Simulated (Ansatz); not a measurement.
Adsorption energy and surface dipole of H on the 1x1 (110) surface of rutile TiO2 (cut with top plane O), one in a 2x1 cell, started at the site 'top O', worked from the runs' numbers; total energies count from the potentials' own zero.

Host crystal: rutile TiO2, with a band gap (PBE, scalar-relativistic without spin-orbit coupling).

All values below come from PBE (plane waves to 420 eV, PAW; Ansatz, a program for electronic structure).

Model: 49-atom slab, 12.7 Å thick at the start under the adsorbate, 4x3x1 mesh, Fermi-Dirac 0.01 eV, dipole correction, 24 atoms held, the rest relaxed; start symmetry kept, larger cells not searched; spin-polarised, ending with about 0.6 μB a cell, a value that depends on the mesh; orders that need a larger cell were not tried, no spin-orbit, no U, no dispersion correction. The slab shows no gap over 0.04 eV on its mesh. At the end it is bonded to O. In PBE it is, or lies within 0.03 eV of, the lowest of the starts that converged.

```
quantity                                                            value
----------------------------------------------------------  -------------
slab with the adsorbate                                     -58232.496 eV
clean slab, same cell and mesh                              -58216.825 eV
reference, ½ H2(g)                                             -15.872 eV
area of the cell                                                 38.93 Å²
change of the step from the bottom to the top vacuum level      -1.850 eV
```

### Question
What is the adsorption energy against this reference?

### Answer
E(slab + adsorbate) − E(slab) − E(reference) = 0.20 eV, so in this state the adsorbate is less stable than in the reference, at a coverage of 2.57 a nm².

### Question
What dipole does adsorption add to the slab along the outward normal (Helmholtz relation, ε₀ = 0.005526 e/(V·Å))?

### Answer
p = −ε₀·A·ΔV = 0.398 e·Å = 1.91 D; its positive end points to the vacuum, which lowers the vacuum level.
